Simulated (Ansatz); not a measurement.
## PbSe: response to strain

Start from PbSe in the rock salt structure (space group Fm-3m, No. 225; a = 6.1780 Å). Axes: x, y, z lie along the cube axes.

Strains are applied to the cell and any free atomic positions relax; under biaxial strain the out-of-plane vector relaxes too.

The values are results of Kohn–Sham DFT with the r2SCAN functional, run in Ansatz (a quantum-chemistry and plane-wave program) with PAW and 500 eV plane waves, no spin-orbit coupling, not measurements.

Notes on the quantities. in-plane stress: mean in-plane stress (compression positive).

| variant | in-plane stress | shortest interatomic distance |
|---|---|---|
| base | – | 308.9 pm |
| biaxial strain +0.50 %, plane normal [001], relaxed out of plane | -0.7 GPa | 308.6 pm |
| biaxial strain +1.00 %, plane normal [001], relaxed out of plane | -1.3 GPa | 308.2 pm |
| biaxial strain +1.50 %, plane normal [001], relaxed out of plane | … | 307.9 pm |
| biaxial strain +2.00 %, plane normal [001], relaxed out of plane | … | 307.6 pm |
| biaxial strain +2.50 %, plane normal [001], relaxed out of plane | -2.9 GPa | 307.3 pm |
| biaxial strain +3.00 %, plane normal [001], relaxed out of plane | -3.4 GPa | … |

Question: Complete the table.

Answer: 
- biaxial strain +1.50 %, plane normal [001], relaxed out of plane, in-plane stress: -1.9 GPa
- biaxial strain +2.00 %, plane normal [001], relaxed out of plane, in-plane stress: -2.4 GPa
- biaxial strain +3.00 %, plane normal [001], relaxed out of plane, shortest interatomic distance: 307.0 pm

Stability against distortions was not tested.
